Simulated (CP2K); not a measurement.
Input and output of a self-consistent single point for MgPd₃ (Pm-3m, 4 atoms in the cell) (CP2K).

Computed with PBEsol, GPW, DZVP-MOLOPT-SR-GTH basis, GTH-PBE potentials (GTH_POTENTIALS) (CP2K).

The change in words: lattice scaled by 0.98. Reference geometry:
```
MgPd3
1.0
    3.96476     0.00000     0.00000
    0.00000     3.96476     0.00000
    0.00000     0.00000     3.96476
Mg Pd
1 3
Cartesian
  0.00000   0.00000   0.00000
  0.00000   1.98238   1.98238
  1.98238   0.00000   1.98238
  1.98238   1.98238   0.00000
```

Reference input (self-consistent single point, DFT PBEsol, GPW, DZVP-MOLOPT-SR-GTH basis, GTH-PBE potentials (GTH_POTENTIALS)): CUTOFF = 1000 Ry; REL_CUTOFF = 50 Ry; SMEAR/METHOD = FERMI_DIRAC; ELECTRONIC_TEMPERATURE = 1160.45 K; KPOINTS/SCHEME = MONKHORST-PACK 7 7 7; XC_FUNCTIONAL = PBE:PBESOL; Mg/BASIS_SET = DZVP-MOLOPT-SR-GTH; Mg/POTENTIAL = GTH-PBE-q10; Pd/BASIS_SET = DZVP-MOLOPT-SR-GTH; Pd/POTENTIAL = GTH-PBE-q18; METHOD = GPW; EPS_DEFAULT = 1e-10. This run's input differs from it in these lines:

```diff
@@ -66,3 +66,3 @@
     &CELL
-      ABC 3.96476300 3.96476300 3.96476300
+      ABC 3.88546800 3.88546800 3.88546800
       ALPHA_BETA_GAMMA 90.00000000 90.00000000 90.00000000
```

Output (repeated stretches shortened):

```
 SCF WAVEFUNCTION OPTIMIZATION

  Step     Update method      Time    Convergence         Total energy    Change
     1 NoMix/Diag. 0.20E+00      -     1.27708926      -445.4835544746 -4.45E+02
     2 Broy./Diag. 0.20E+00      -     0.18758994      -455.1331766909 -9.65E+00
     3 Broy./Diag. 0.20E+00      -     0.36706701      -450.1558068936  4.98E+00
     4 Broy./Diag. 0.20E+00      -     0.01616220      -444.1071422465  6.05E+00
     5 Broy./Diag. 0.20E+00      -     0.01455309      -444.8057860784 -6.99E-01
     6 Broy./Diag. 0.20E+00      -     0.00056069      -444.5575480797  2.48E-01
   [... 6 lines left out ...]
    13 Broy./Diag. 0.20E+00      -     0.00001551      -444.5512504048  1.94E-04
    14 Broy./Diag. 0.20E+00      -     0.00000216      -444.5511762873  7.41E-05
    15 Broy./Diag. 0.20E+00      -     0.00000311      -444.5511694618  6.83E-06
    16 Broy./Diag. 0.20E+00      -     0.00000025      -444.5511730566 -3.59E-06
  *** SCF run converged in    16 steps ***

  Overlap energy of the core charge distribution:               0.00000000000000
  Self energy of the core charge distribution:               -815.11777253521507
  Core Hamiltonian energy:                                    201.33925718037486
  Hartree energy:                                             215.23245695989507
  Exchange-correlation energy:                                -46.00076551705901
  Electronic entropic energy:                                  -0.00434914643636
  Fermi energy:                                                 0.48902761729107

  Total energy:                                              -444.55117305659780
  Total energy (extrapolated to T->0):                       -444.54899848337965

                     Mulliken Population Analysis

   [... lines left out ...]

 STRESS| Analytical stress tensor [bar]
 STRESS|                        x                   y                   z
 STRESS|      x        5.55774390445E+04   2.28314891382E-03   2.28314942333E-03
 STRESS|      y        2.28314891382E-03   5.55773602232E+04   2.28315079940E-03
 STRESS|      z        2.28314942333E-03   2.28315079940E-03   5.55773300270E+04
 STRESS| 1/3 Trace                                             5.55773764316E+04
```

The run converged in 16 iterations. Against the reference run the free energy goes up by 3.8 meV/atom, the pressure goes from -3.65 to 5.56 GPa and the largest force moves little (0.003 to 0.000 eV/Å).

The starting cell comes from a database of computed structures (which also holds hypothetical and non-ambient phases and stackings), without a prior relaxation at this level. Its lattice was rescaled by a random factor within 2.5 % of one. For this run, on top of that: lattice scaled by 0.98. Spin polarisation is off. Values carry the incompleteness of an atom-centred basis. The potentials were made for another functional than the one used. With a pressure of about 6 GPa the cell is away from its equilibrium volume at this level.

Cost on one core of a shared machine: roughly 60 s.
